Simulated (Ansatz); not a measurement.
Here is the system:

```yaml
crystal:
  lattice:
    - [4.01086, 0.00000, 0.00000]
    - [-2.00543, 3.47351, 0.00000]
    - [0.00000, 0.00000, 5.59328]
  atoms:
    - { symbol: Te, position: [0.33333, 0.66667, 0.25000] }
    - { symbol: Te, position: [0.66667, 0.33333, 0.75000] }
    - { symbol: Rh, position: [0.00000, 0.00000, 0.00000] }
    - { symbol: Rh, position: [0.00000, 0.00000, 0.50000] }
```

Calculation: PBEsol, DFPT electron-phonon coupling, linearised Boltzmann equation (plane waves, PAW, scalar-relativistic; Ansatz, a first-principles code). How the cell was made: relaxed with this functional, without spin-orbit coupling.

### Question
What phonon-limited resistivity does this give at 300 K?

### Answer
23 (x), 23 (y), 19.7 (z) μΩ·cm.

### Question
And the electrons' mean free path at that temperature?

### Answer
5.1 (x), 5.1 (y), 4.4 (z) nm, weighted by the current that each state carries. Wires not much wider than this gain resistivity from their walls.

A metal at this level (no band gap). Only scattering by harmonic phonons is included (no impurities, grain boundaries, electron-electron scattering or thermal expansion). Spin-orbit coupling is left out. Halving the electron mesh (24x24x16) moves the resistivity by up to 9 % at 300 K, the mean free path by up to 8 %. Smearing 0.20 eV; phonons on a 4x4x3 q mesh, which this run doesn't test.

Formula and space group known from diffraction (Crystallography Open Database), not checked to be the room-temperature form: RhTe (P6_3/mmc).
